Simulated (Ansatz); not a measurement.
Given:

```
CELL_PARAMETERS angstrom
      4.19625     0.00000     0.00000
     -2.09812     3.63406     0.00000
      0.00000     0.00000     6.95245
ATOMIC_POSITIONS crystal
  Cd 0.66667 0.33333 0.49801
  Cd 0.33333 0.66667 0.99801
  S  0.66667 0.33333 0.12499
  S  0.33333 0.66667 0.62499
```

No spin polarisation.

Level of theory: Kohn–Sham DFT with the PBE functional, run in Ansatz (a first-principles code) with PAW and 420 eV plane waves, spin-orbit coupling left out. Γ-centred 9×9×5 mesh, Fermi–Dirac width 0.05 eV.

**Question.** Predict the band gap, stress and space group.

**Answer.** The band gap is 1.04 eV. The stress (xx, yy, zz, yz, xz, xy; compression positive) comes out as (-0.62, -0.62, -1.53, 0.00, 0.00, 0.00) GPa and the space group is P6_3mc (No. 186).

The cells carry an imposed strain or load. No phonon test of stability was made. The cell was made from CdS in the wurtzite structure (space group P6_3mc, No. 186) by this change: uniaxial strain ε_zz = +1.80 %.
